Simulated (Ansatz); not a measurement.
A computed series for hypothetical rock salt ZrSi: pressure series

The reference is ZrSi in the rock salt structure (space group Fm-3m, No. 225; a hypothetical phase, not in the database extracts checked).

```
ZrSi
1.0
    0.00000     2.67060     2.67060
    2.67060     0.00000     2.67060
    2.67060     2.67060     0.00000
Si Zr
1 1
Cartesian
  0.00000   0.00000   0.00000
  2.67060   2.67060   2.67060
```

Cell and atoms are relaxed at each pressure.

All numbers come from PBEsol (Ansatz, a first-principles code), no spin-orbit coupling.

Notes on the quantities. enthalpy: H = E + PV relative to the base's energy.

| change | shortest interatomic distance | enthalpy | density |
|---|---|---|---|
| base | 5.047 bohr | – | 5.20 g/cm³ |
| pressure −2 GPa | 5.076 bohr | -0.24 eV/atom | 5.11 g/cm³ |
| pressure −1 GPa | 5.061 bohr | -0.12 eV/atom | 5.16 g/cm³ |
| pressure 3 GPa | 5.007 bohr | +0.35 eV/atom | 5.33 g/cm³ |
| pressure 7 GPa | 4.959 bohr | +0.81 eV/atom | 5.48 g/cm³ |
| pressure 15 GPa | 4.878 bohr | +1.69 eV/atom | 5.76 g/cm³ |
| pressure 30 GPa | … | +3.24 eV/atom | … |
| pressure 50 GPa | 4.634 bohr | +5.15 eV/atom | 6.72 g/cm³ |
| pressure 75 GPa | 4.516 bohr | +7.36 eV/atom | 7.26 g/cm³ |
| pressure 100 GPa | 4.423 bohr | +9.42 eV/atom | 7.73 g/cm³ |

### Question
Complete the table.

### Answer

- pressure 30 GPa, shortest interatomic distance: 4.757 bohr
- pressure 30 GPa, density: 6.21 g/cm³

Load acts through the strain it causes; cell and atoms are relaxed under it. Stability against distortions was not tested. Competing high-pressure phases were not computed. The final runs are not spin-polarised.
